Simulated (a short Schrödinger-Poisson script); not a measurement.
Stack: MOS inversion layer, SiO2 on p-type Si(110), at 300 K.

From the gate side: 2.4 nm SiO2; 230 nm Si, acceptors 3.6e18 cm⁻³.

Constants are typed, rounded textbook-type inputs, not results; the design itself was drawn at random and stands for no fabricated device. SiO2: permittivity 3.9, conduction-band edge (eV) 3.15, gap (eV) 9, electron mass (mₑ) 0.5. Si: permittivity 11.7, conduction-band edge (eV) 0, gap (eV) 1.124, Nv at 300 K (cm⁻³) 3.1e19.

Channel valleys (confinement mass, in-plane density-of-states mass, number): Δ4 0.315, 0.324, 4; Δ2 0.19, 0.417, 2. At the gate the conduction-band edge of layer 1 lies 3.36 eV − eVg above the Fermi level of the channel; the field vanishes at the back. Gaps are held at their typed values at every temperature. Mesh 0.03 nm at interfaces.

Solved with a short Schrödinger-Poisson script written for these runs: 1D Poisson equation in equilibrium, electrons quantum, Hartree (BenDaniel-Duke, 12 states a valley, the channel's in-plane mass for all, wave functions free to enter the dielectric), parabolic valleys, classical holes, full ionisation, no traps, pinning or gate leakage.

```
Vg (V)  electrons (cm⁻²)  C (μF/cm²)  Δ4 E0 (meV from the Fermi level)  Δ2 E0 (meV from the Fermi level)
------  ----------------  ----------  --------------------------------  --------------------------------
1                 3.51e9       0.399                             219.1                             249.2
1.1              4.27e10       0.489                             154.4                             185.0
1.2              2.79e11       0.802                             105.6                             136.8
1.3              7.75e11        1.02                              78.8                             110.5
1.4              1.40e12        1.11                              62.9                              95.1
1.5              2.09e12        1.16                              52.1                              84.7
1.6              2.81e12        1.19                              43.8                              76.9
1.7              3.55e12        1.21                              37.2                              70.7
1.8              4.30e12        1.22                              31.6                              65.5
1.9              5.06e12        1.23                              26.8                              61.0
2                5.84e12        1.24                              22.5                              57.1
2.1              6.61e12        1.25                              18.6                              53.7
2.2              7.40e12        1.26                              15.1                              50.5
2.3              8.18e12        1.26                              11.9                              47.6
2.4              8.97e12        1.27                               8.8                              44.9
```

Gate voltages with under 1e9 electrons/cm² are left out.

**Question.** At Vg = 2.4 V the lowest Δ4 subband lies at 8.8 meV from the Fermi level. How many electrons does it hold, and what share of all?

**Answer.** The two-dimensional density of states is g m/(πħ²) = 5.41e11 cm⁻² meV⁻¹ (both spins), kT = 25.9 meV, so n = D kT ln(1 + exp(−E/kT)) = 7.51e12 cm⁻², 0.84 of the 8.97e12 cm⁻² in all.

**Question.** Compare the slope of the sheet density between 2.2 and 2.4 V with the geometric capacitance of the layers between gate and channel.

**Answer.** q Δn/ΔV = 1.26 μF/cm²; ε0/Σ(t/ε) = 1.44 μF/cm². The ratio is 0.87: the channel acts as a further capacitance in series.
